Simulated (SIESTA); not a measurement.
# SIESTA run on CdPt3 (Cmmm, 4 atoms in the cell): self-consistent single point

Level of theory: SIESTA 5.4.2 with GGA PBEsol, numerical atomic orbitals DZP, PseudoDojo PBEsol standard norm-conserving potentials (rewritten from UPF to PSML).

This input was run:

```
# files in the folder: Cd.psml Pt.psml (PseudoDojo PBEsol standard)
SystemName  CdPt3
SystemLabel cdpt3

NumberOfAtoms                4
NumberOfSpecies              2
%block ChemicalSpeciesLabel
  1 48 Cd
  2 78 Pt
%endblock ChemicalSpeciesLabel
LatticeConstant              4.876500 Ang
%block LatticeVectors
     0.591761509   -0.806112991    0.000000000
     0.591761509    0.806112991    0.000000000
     0.000000000    0.000000000    0.581296011
%endblock LatticeVectors
AtomicCoordinatesFormat      Fractional
%block AtomicCoordinatesAndAtomicSpecies
     0.000000000    0.000000000    0.000000000  1
     0.500000000    0.500000000    0.000000000  2
     0.000000000    0.500000000    0.500000000  2
     0.500000000    0.000000000    0.500000000  2
%endblock AtomicCoordinatesAndAtomicSpecies

XC.functional                GGA
XC.authors                   PBEsol
PAO.BasisSize                DZP
PAO.EnergyShift              0.005 Ry
MeshCutoff                   350 Ry
%block kgrid.MonkhorstPack
    5   0   0  0.0
    0   5   0  0.0
    0   0   8  0.0
%endblock kgrid.MonkhorstPack
OccupationFunction           FD
ElectronicTemperature        0.05 eV

MaxSCFIterations             150
SCF.Mixer.Method             Broyden
SCF.Mixer.Weight             0.2
SCF.Mixer.History            6
SCF.DM.Tolerance             1.0E-04
Diag.ParallelOverK           true
WriteForces                  true
Charge.Mulliken              end
```

Output (repeated stretches shortened):

```
reinit: Reading from file input.fdf

reinit: System Name: CdPt3
reinit: System Label: cdpt3

coor:   Atomic-coordinates input format  =     Fractional

siesta: Atomic coordinates (Bohr) and species
siesta:      0.00000   0.00000   0.00000  1        1
siesta:      5.45323   0.00000   0.00000  2        2
siesta:      2.72661   3.71427   2.67839  2        3
siesta:      2.72661  -3.71427   2.67839  2        4

siesta: System type = bulk

initatomlists: Number of atoms, orbitals, and projectors:      4    76   114

siesta: ******************** Simulation parameters ****************************
redata: Spin configuration                          = none
redata: Time-Reversal Symmetry                      = T
redata: Number of Atomic Species                    =        2
redata: Mesh Cutoff                                 =   350.0000 Ry
redata: Net charge of the system                    =     0.0000 |e|
redata: Min. number of SCF Iter                     =        0
redata: Max. number of SCF Iter                     =      150
redata: SCF convergence failure will abort job
redata: SCF mix quantity                            = Hamiltonian
redata: Mix DM or H after convergence               =   F
redata: Recompute H after scf cycle                 =   F
redata: Mix DM in first SCF step                    =   T
redata: No kicks to SCF
redata: DM Mixing Weight for Kicks                  =     0.5000
redata: Require Harris convergence for SCF          =   F
redata: Harris energy tolerance for SCF             =     0.000100 eV
redata: Require DM convergence for SCF              =   T
redata: DM tolerance for SCF                        =     0.000100
redata: Require EDM convergence for SCF             =   F
redata: EDM tolerance for SCF                       =     0.001000 eV
redata: Require H convergence for SCF               =   T
redata: Hamiltonian tolerance for SCF               =     0.001000 eV
   [... lines left out ...]
diag: Parallel distribution                         =     1 x     1
diag: Used triangular part                          = Lower
diag: Absolute tolerance                            =  0.100E-15
diag: Orthogonalization factor                      =  0.100E-05
diag: Memory factor                                 =  1.0000

superc: Internal auxiliary supercell:     5 x     5 x     5  =     125
superc: Number of atoms, orbitals, and projectors:    500   9500  14250

                        Single-point calculation

superc: Internal auxiliary supercell:     5 x     5 x     5  =     125
superc: Number of atoms, orbitals, and projectors:    500   9500  14250

outcell: Unit cell vectors (Ang):
        2.885725   -3.931010    0.000000
        2.885725    3.931010    0.000000
        0.000000    0.000000    2.834690

outcell: Cell vector modules (Ang)   :    4.876500    4.876500    2.834690
outcell: Cell angles (23,13,12) (deg):     90.0000     90.0000    107.4358
outcell: Cell volume (Ang**3)        :     64.3124
new_DM -- step:     1
Initializing Density Matrix...

Attempting to read DM from file... Failed...
DM filled with atomic data:

InitMesh: MESH = 54 x 54 x 32 = 93312
InitMesh: Mesh cutoff (required, used) =   350.000   352.201 Ry

stepf: Fermi-Dirac step function
        iscf     Eharris(eV)        E_KS(eV)     FreeEng(eV)     dDmax    Ef(eV) dHmax(eV)
   scf:    1   -15395.529668   -15417.459772   -15417.475950  1.534552 -1.332205  9.719643
   scf:    2   -15425.371118   -15422.000672   -15422.014210  0.401754 -2.257684  4.502434
   scf:    3   -15424.401965   -15423.456317   -15423.475052  0.263281 -2.885738  2.220068
   scf:    4   -15423.718992   -15423.632606   -15423.650355  0.124225 -3.116689  0.691629
   scf:    5   -15423.652448   -15423.646633   -15423.665504  0.028126 -3.131740  0.098818
   scf:    6   -15423.648609   -15423.647901   -15423.666966  0.011497 -3.143341  0.065779
   scf:    7   -15423.648033   -15423.648027   -15423.667060  0.002826 -3.148279  0.032104
   scf:    8   -15423.648086   -15423.648064   -15423.667087  0.002317 -3.150419  0.002071
   scf:    9   -15423.648061   -15423.648063   -15423.667088  0.000506 -3.151307  0.000930
   scf:   10   -15423.648061   -15423.648062   -15423.667088  0.000059 -3.151457  0.000743
SCF Convergence by DM+H criterion
max |DM_out - DM_in|         :     0.0000589418
max |H_out - H_in|      (eV) :     0.0007427711
SCF cycle converged after 10 iterations

Using DM_out to compute the final energy and forces

siesta: E_KS(eV) =           -15423.6481

siesta: E_KS - E_eggbox =    -15423.6481

siesta: Atomic forces (eV/Ang):
     1   -0.000000    0.000000    0.000000
     2    0.000000   -0.000000   -0.000000
     3   -0.000000   -0.000000   -0.000000
     4   -0.000000   -0.000000   -0.000000
   Tot   -0.000000   -0.000000   -0.000000
   Max    0.000000
   Res    0.000000    sqrt( Sum f_i^2 / 3N )
   Max    0.000000    constrained

Stress tensor Voigt[x,y,z,yz,xz,xy] (kbar):       63.92       58.02       36.51       -0.00       -0.00       -0.00
(Free)E + p*V (eV/cell)   -15425.7872
Target enthalpy (eV/cell)   -15423.6671

siesta: Program's energy decomposition (eV):
siesta: Ebs     =     -2539.335859
siesta: Eions   =     21478.770450
siesta: Ena     =      3054.256025
siesta: Ekin    =      4708.281419
siesta: Enl     =       750.806861
siesta: Eso     =         0.000000
siesta: Edftu   =         0.000000
siesta: DEna    =       122.495542
siesta: DUscf   =         3.096853
siesta: DUext   =         0.000000
siesta: Ex      =     -2418.008751
siesta: Ec      =      -165.805560
siesta: Exc     =     -2583.814311
siesta: Eharris =    -15423.648061
siesta: Etot    =    -15423.648062
siesta: FreeEng =    -15423.667088

siesta: Stress tensor (static) (eV/Ang**3):
siesta:     0.039895   -0.000000   -0.000000
siesta:    -0.000000    0.036214   -0.000000
siesta:    -0.000000   -0.000000    0.022788

siesta: Cell volume =         64.312391 Ang**3

siesta: Pressure (static):
siesta:                Solid            Molecule  Units
siesta:          -0.00035904         -0.00035904  Ry/Bohr**3
siesta:          -0.03296543         -0.03296543  eV/Ang**3
siesta:         -52.81644144        -52.81644144  kBar

mulliken: Atomic and Orbital Populations:

Species: Cd
Atom  Qatom  Qorb
               4s      5s      5s      4py     4pz     4px     5py     5pz
               5px     4dxy    4dyz    4dz2    4dxz    4dx2-y2 4dxy    4dyz
               4dz2    4dxz    4dx2-y2
   1 19.518   1.983   0.644   0.025   1.999   2.002   2.000   0.356   0.357
              0.345   1.881   1.888   1.926   1.892   1.890   0.075   0.065

              0.041   0.071   0.079

Species: Pt
Atom  Qatom  Qorb
               5s      6s      6s      5py     5pz     5px     6py     6pz
               6px     5dxy    5dyz    5dz2    5dxz    5dx2-y2 5dxy    5dyz
               5dz2    5dxz    5dx2-y2
   2 18.144   1.974   1.255  -0.355   1.980   1.980   1.989   0.269   0.269
              0.249   1.577   1.579   1.706   1.702   1.871   0.029   0.031

              0.018   0.022  -0.002
   3 18.169   1.981   1.158  -0.328   1.987   1.985   1.987   0.249   0.263
              0.255   1.701   1.703   1.652   1.794   1.751   0.001  -0.003

              0.013   0.013   0.008
   4 18.169   1.981   1.158  -0.328   1.987   1.985   1.987   0.249   0.263
              0.255   1.701   1.703   1.652   1.794   1.751   0.001  -0.003

              0.013   0.013   0.008

mulliken: Qtot =       74.000

Mulliken Atomic Populations:
Atom #   charge [q] valence [e]  Species
     1     0.482124   19.517876  Cd
     2    -0.144177   18.144177  Pt
     3    -0.168974   18.168974  Pt
     4    -0.168974   18.168974  Pt
 Total    -0.000000
```

The run converged in 10 iterations.

The starting cell comes from a database of computed structures (which also holds hypothetical and non-ambient phases and stackings), without a prior relaxation at this level. Spin polarisation is off. Values carry the incompleteness of an atom-centred basis. With a pressure of about -5 GPa the cell is away from its equilibrium volume at this level.

Cost on one core of a shared machine: roughly 30 s.
